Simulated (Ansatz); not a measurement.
The starting structures come from a database of crystals and need not be the phases stable at ambient conditions.

Tunnelling through a barrier is set by its complex band structure: the current falls as exp(−2κd) with the smallest κ.

Given:

```xyz
12
Lattice="7.9629 0.0000 0.0000 -3.9814 6.8961 0.0000 3.9814 2.2987 3.2508" Properties=species:S:1:pos:R:3 pbc="T T T"
Ru     1.9907     3.4480     0.0000
Ru    -1.9907     3.4480     0.0000
Ru     3.9814     0.0000     0.0000
Ru     0.0000     0.0000     0.0000
S      1.9907     7.0174     1.2620
S      5.9722     2.1773     1.9889
S      9.0634     1.6633     1.2620
S     -1.1005     7.5314     1.9889
S      4.8717     5.1114     1.2620
S      3.0912     4.0834     1.9889
S      7.9629     4.5974     2.7157
S      0.0000     4.5974     0.5351
```

Space group of this cell: Pa-3. The cell is taken as given.

Transport runs along the normal of the first two printed cell vectors, the (111) plane of the conventional cell.

No gap correction and no spin-orbit coupling; mid-gap values are interpolated between computed energies.

Give the band gap and the smallest decay constant κ at mid-gap that r2SCAN (Ansatz, a program for electronic structure) yields.

Gap 0.93 eV on a 10×10×10 mesh; κ = 0.195 1/Å, at the zone centre.
